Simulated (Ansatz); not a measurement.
SiO₂ (P4₁2₁2, No. 92)

Calculation: r²SCAN (PAW; Ansatz, a program for electronic structure).

Numerical settings: plane-wave cutoff 500 eV, 8×8×6 k mesh (along the axes of the cell as run), Fermi–Dirac smearing 0.05 eV, scalar-relativistic PAW data made under PBE.

Cell (relaxed at this level):

```
CELL_PARAMETERS angstrom
      4.98240     0.00000     0.00000
      0.00000     4.98240     0.00000
      0.00000     0.00000     6.92102
ATOMIC_POSITIONS crystal
  Si 0.69790 0.69790 0.50000
  Si 0.80210 0.19790 0.75000
  Si 0.30210 0.30210 0.00000
  Si 0.19790 0.80210 0.25000
  O  0.89143 0.76169 0.31890
  O  0.73831 0.39143 0.56890
  O  0.10857 0.23831 0.81890
  O  0.26169 0.60857 0.06890
  O  0.39143 0.73831 0.43110
  O  0.23831 0.10857 0.18110
  O  0.60857 0.26169 0.93110
  O  0.76169 0.89143 0.68110
```

- band gap: 6.34 eV (on the SCF k mesh)

Static lattice: no zero-point or thermal effects.
